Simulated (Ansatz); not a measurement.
H on the 1x1 (111) surface of fcc Al, one in a 2x2 cell: adsorption energies (eV for each) against ½ H2(g) in Ansatz (plane waves, PAW). Structures relaxed with PBE; the other functionals are single points on them, with slab and gas at the same level. No dispersion, zero-point or thermal terms. Rows are starts at which the adsorbate stayed; left out, since it moved away, changed or didn't bind there, or the run didn't converge: bridge Al-Al (span 2.9 Å).

Slab: 17 atoms, 7.0 Å thick at the start under the adsorbate (thin: gaps and levels are the slab's own); k 6x6x1, smearing 0.1 eV, dipole-corrected; 8 atoms held, the rest relaxed; each run with such symmetry as its start has; no spin, no spin-orbit, no U, no dispersion correction.

```csv
site,PBE,RPBE,r2SCAN
top Al,0.21,…,0.21
hollow Al-Al-Al over Al at depth 2.3 Å,0.39,…,0.43
hollow Al-Al-Al over Al at depth 4.6 Å,0.24,…,0.23
```

Problem. Some entries are withheld; supply them.

Solution. 
- top Al, RPBE: 0.27
- hollow Al-Al-Al over Al at depth 2.3 Å, RPBE: 0.50
- hollow Al-Al-Al over Al at depth 4.6 Å, RPBE: 0.36

RPBE moves the energies by 0.09 eV on average against PBE and puts 'top Al' lowest, as PBE does. r2SCAN moves the energies by 0.01 eV on average against PBE and puts 'top Al' lowest, as PBE does.

Ansatz is a quantum-chemistry and plane-wave program.
